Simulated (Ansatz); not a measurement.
Sb in the A7 type structure (space group R-3m, No. 166)

```yaml
crystal:
  lattice:
    - [2.16065, 1.24745, 3.67987]
    - [-2.16065, 1.24745, 3.67987]
    - [0.00000, -2.49490, 3.67987]
  atoms:
    - { symbol: Sb, position: [0.23638, 0.23638, 0.23638] }
    - { symbol: Sb, position: [0.76362, 0.76362, 0.76362] }
```

All numbers come from PBE-D3(BJ) (Ansatz, a quantum-chemistry and plane-wave program), scalar-relativistic without spin-orbit coupling. Γ-centred 13×13×13 mesh, Fermi–Dirac width 0.05 eV.

| Item | Result |
|---|---|
| Volume per atom | 29.76 Å³ |
| Density | 6.80 g/cm³ |
| Band gap | zero |
| Total energy | -6484.953 eV/atom (σ→0; compares only within this code and set-up) |

With Sb present, leaving out spin-orbit coupling can change the band edges. No phonon test of stability was made.
